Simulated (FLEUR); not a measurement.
Worked example: self-consistent single point of Mo (Im-3m, 1 atom in the cell) in FLEUR

Method: PBE, all-electron FLAPW (FLEUR), scalar-relativistic valence.

This input was run:

Input of the input generator:

```
Mo FLAPW
&input film=f /
-1.5679720000 1.5679720000 1.5679720000
1.5679720000 -1.5679720000 1.5679720000
1.5679720000 1.5679720000 -1.5679720000
1.8897261246
1.0 1.0 1.0

1
42 0.0000000000 0.0000000000 0.0000000000

&comp jspins=1 /
&kpt div1=19 div2=19 div3=19 /
&end /
```

```xml
<?xml version="1.0" encoding="UTF-8" standalone="no"?>
<fleurInput fleurInputVersion="0.39">
   <comment>
      Mo FLAPW                                                                                            
   </comment>
   <calculationSetup>
      <cutoffs Kmax="4.2" Gmax="14.7" GmaxXC="14.7" numbands="0"/>
      <scfLoop itmax="80" minDistance="0.00001" maxIterBroyd="99" imix="Anderson" alpha="0.05" precondParam="0.0" spinf="2.0"/>
      <coreElectrons ctail="T" frcor="F" kcrel="0" coretail_lmax="0"/>
      <xcFunctional name="pbe" relativisticCorrections="F"/>
      <magnetism jspins="1"/>
      <soc l_soc="F" theta="0.0" phi="0.0" spav="F"/>
      <expertModes spex="0" secvar="F"/>
      <geometryOptimization l_f="T" forcealpha="1.0" forcemix="BFGS" epsdisp="0.00001" epsforce="0.00001"/>
      <ldaU l_linMix="F" mixParam="0.05" spinf="1.0"/>
   </calculationSetup>
   <cell>
      <bzIntegration valenceElectrons="14.0" mode="hist" fermiSmearingEnergy="0.00367493">
         <kPointListSelection listName="default-1"/>
         <!-- k-points included here -->
         <xi:include xmlns:xi="http://www.w3.org/2001/XInclude" href="kpts.xml"> </xi:include>
      </bzIntegration>
      <!-- symmetry operations included here -->
      <xi:include xmlns:xi="http://www.w3.org/2001/XInclude" href="sym.xml"> </xi:include>
      <bulkLattice scale="1.0">
         <bravaisMatrix>
            <row-1>   -2.9630376510413110     2.9630376510413110     2.9630376510413110</row-1>
            <row-2>    2.9630376510413110    -2.9630376510413110     2.9630376510413110</row-2>
            <row-3>    2.9630376510413110     2.9630376510413110    -2.9630376510413110</row-3>
         </bravaisMatrix>
      </bulkLattice>
   </cell>
   <atomSpecies>
      <species name="Molybdenum (Mo)" element="Mo" atomicNumber="42">
         <mtSphere radius="2.40" gridPoints="827" logIncrement="0.015"/>
         <atomicCutoffs lmax="10" lnonsphr="8"/>
         <electronConfig flipSpins="F">
            <coreConfig>(1s1/2) (2s1/2) (2p1/2) (2p3/2) (3s1/2) (3p1/2) (3p3/2) (3d3/2) (3d5/2)</coreConfig>
            <valenceConfig>(4s1/2) (4p1/2) (4p3/2) (5s1/2) (4d3/2) (4d5/2)</valenceConfig>
            <stateOccupation state="(5s1/2)" spinUp="0.5" spinDown="0.5"/>
            <stateOccupation state="(4d3/2)" spinUp="1.0" spinDown="1.0"/>
            <stateOccupation state="(4d5/2)" spinUp="1.5" spinDown="1.5"/>
         </electronConfig>
         <energyParameters s="5" p="5" d="4" f="4"/>
         <lo type="SCLO" l="0" n="4" eDeriv="0"/>
         <lo type="SCLO" l="1" n="4" eDeriv="0"/>
      </species>
   </atomSpecies>
   <atomGroups>
      <atomGroup species="Molybdenum (Mo)">
         <relPos label="                   1">.0000000000 .0000000000 .0000000000</relPos>
         <force calculate="T" relaxXYZ="TTT"/>
      </atomGroup>
   </atomGroups>
   <output dos="F" band="F" slice="F">
      <checks vchk="F" cdinf="F"/>
      <bandDOS minEnergy="-.5*Htr" maxEnergy="0.5*Htr" sigma="0.015" storeEVData="T"/>
      <vacuumDOS vacdos="F" integ="F" star="F" nstars="0" locx1="0.0" locy1="0.0" locx2="0.0" locy2="0.0" nstm="0" tworkf="0.0"/>
      <unfoldingBand unfoldBand="F" supercellX="1" supercellY="1" supercellZ="1"/>
      <plotting iplot="0" polar="F">
         <plot TwoD="T" vec1="  1.0  0.0  0.0" vec2="  0.0  1.0  0.0" vec3="  0.0  0.0  1.0" zero="  0.0  0.0  0.0" file="plot"/>
      </plotting>
      <chargeDensitySlicing numkpt="0" minEigenval="0.0" maxEigenval="0.0" nnne="0" pallst="F"/>
      <specialOutput eonly="F"/>
      <magneticCircularDichroism mcd="F" energyLo="-10.0" energyUp="0.0"/>
   </output>
  <!-- We include the file relax.xml here to enable relaxations (see documentation) -->
  <xi:include xmlns:xi="http://www.w3.org/2001/XInclude" href="relax.xml"> <xi:fallback/> </xi:include>
</fleurInput>
```

The program printed (abridged):

```
      Welcome to FLEUR        (www.flapw.de)
      MaX-Release 8.1          (www.max-centre.eu)

 ========== k-point set info ==========
 Selected k-point list: default-1
 k-point list type: mesh
 19 x 19 x 19
 Number of k points: 220

 ------------Calculation Setup---------------------------
           1           2           4           5          10          11          20          22          44          55         110         220
 Number of basis functions:          146
 Iteration:     1   Distance:      16.78883397 me/bohr^3
 Iteration:     2   Distance:      15.37757863 me/bohr^3
 Iteration:     3   Distance:       6.14889265 me/bohr^3
 Iteration:     4   Distance:       4.34056054 me/bohr^3
 Iteration:     5   Distance:       2.32253673 me/bohr^3
 Iteration:     6   Distance:       0.19902413 me/bohr^3
   [... 3 lines left out ...]
 Iteration:    10   Distance:       0.00126244 me/bohr^3
 Iteration:    11   Distance:       0.00045282 me/bohr^3
 Iteration:    12   Distance:       0.00005969 me/bohr^3
 Iteration:    13   Distance:       0.00001793 me/bohr^3
 Iteration:    14   Distance:       0.00000097 me/bohr^3

 Run finished successfully
 Stop message:
   Structural relaxation: Done

[file out, last iteration]
             iter=     15
          p o t e n t i a l   g e n e r a t o r
[...]
          integral of pseudo charge density inside the slab=        0.000000   0.000000
     coulomb potential in the interstitial region:
          density-coulomb potential integrals
          total density-coulomb potenti    -6435.0834717431
          density-effective potential integrals for spin  1
          total density-effective poten   -6.5966306544E+03
          charge density-energy density integrals
          total charge density-energy d   -1.2392953268E+02
 Updated energy parameters for spin:           1
  Atom    1 5s branch from -1.60 to  2.68 htr. ; e_l =  0.4018
  Atom    1 5p branch from -0.59 to  3.38 htr. ; e_l =  0.5155
  Atom    1 4d branch from -7.40 to  0.97 htr. ; e_l =  0.5218
  Atom    1 4f branch from -9.99 to  2.58 htr. ; e_l =  0.7829
  Atom    1 4s branch from-16.78 to -1.60 htr. ; e_l(l -1.6374
  Atom    1 4p branch from-13.21 to -0.59 htr. ; e_l(l -0.6885
[...]
 fermi energy and band-weighting factors:
at  -0.42105   0.47368   0.47368   k-weight:    0.001166
   12 eigenvalues :
   -1.629982   -0.700246   -0.700246   -0.698157    0.406422    0.406422    0.722448    0.748336
    0.748336    0.950096    0.950096    0.959752
   [... 2 blocks of this kind left out ...]

[...]
FERMIE:
          first approx. to ef    (T=0)  :   0.606705 htr   (energy of the highest occ. eigenvalue)
          number of occ. states  (T=0)  :       1544
          first approx. to seigv (T=0)  :  -4.409318 htr
          sum of weights of occ. states :   7.000146
          sum of semicore charge        :   0.000000 e
FERHIS:  Fermi-Energy by histogram:
          bandgap                     :   0.000932 htr
          charge neutrality (T=0)     :   0.000292    (zero if the highest occ. eigenvalue is "entirely" occupied)
     EF_NEWTON:  Adjust Fermi-Energy by Newton-Method.
               Number of iterations needed  :   4
               The error in the weight is   :  0.32942E-11
               The error in ef is           : -0.39132E-12 htr
     -->  new fermi energy            :   0.605250 htr
          valence charge              :  14.000000 e
          actual charge blw ef-8kt    :  13.582738 e
          actual charge blw ef+8kt    :  14.000000 e
          number of occ. states       :      1625
          sum of the valence weights  :    7.000000
          entropy         :   0.207082 *kb htr/K =   0.00000 htr/K
          sum of val. single particle energies:        -4.4091202319 htr
 Direct bandgap for spin            1 :    1.1166467268725833E-002  Htr
 at k-point          199  with k-vector  -0.10526315789473684       0.10526315789473684       0.21052631578947367
          valence density: spin= 1
[...]
     l-like charge
     atom     s        p        d        f        total
 -->  1    2.28023  6.17342  3.49016  0.04195   11.99399
          total charge for spin  1=   14.000000
          interst. charge =       2.006012
          mt charge=             11.993988
          total charge  =   14.000000
          z= 42.     r(1)=  0.998395E-05     dx= 0.015000     m.t.index= 827
               n    l     j    energy       weight
               1.   0.   0.5 -727.3953      2.0000
               2.   0.   0.5 -102.0984      2.0000
               2.   1.   0.5  -93.8642      2.0000
   [... 6 lines left out ...]
          atom type    1  (spin 1)
          kinetic energy=  0.410205560188E+04     sum of the eigenvalues= -0.239334670053E+04
          0.00000154  electrons lost from core.
          total charge for spin  1=   42.000000
          interst. charge =       2.006014
          mt charge=             39.993986
          total charge  =   42.000000
          zc=    42.000000     qfix=    1.000000
     t o t a l  e n e r g y
          sum of eigenvalues =             -2397.7558207616
          density-coulomb potential int    -6435.0834717431
          density-effective potential i    -6596.6306544079
          charge density-ex.-corr.energ     -123.9295326803
          el.-nucl. inter. diff. m.t.       4879.1216747285
          Madelung term for atom type:       -27.8719307187
 ---->    total energy=                    -4049.5900403527 htr
 ---->    (input%tkb*entropy) TS=              0.0007610100 htr
 ---->    free energy=                     -4049.5908013628 htr
      extrapolation for T->0
 ---->    total electron energy=           -4049.5904208577 htr
 ***** TOTAL FORCES ON ATOMS *****
 TOTAL FORCE FOR ATOM TYPE=  1  X=  0.000   Y=  0.000   Z=  0.000
                       FX_TOT= 0.000000 FY_TOT= 0.000000 FZ_TOT= 0.000000
 Structural relaxation: Done
```

The run converged in 14 iterations. FLEUR gives forces in its relaxation mode, with a further iteration, so its stop message speaks of a relaxation.

The starting cell comes from a database of computed structures (which also holds hypothetical and non-ambient phases and stackings), without a prior relaxation at this level. Its lattice was rescaled by a random factor within 2.5 % of one. Spin polarisation is off. Values depend on the basis (sphere radii, cutoffs, local orbitals), which need not be converged. The log's line on a gap gives a spacing of levels on this mesh, which the program prints for metals too.

Cost on one core of a shared machine: roughly 70 s.
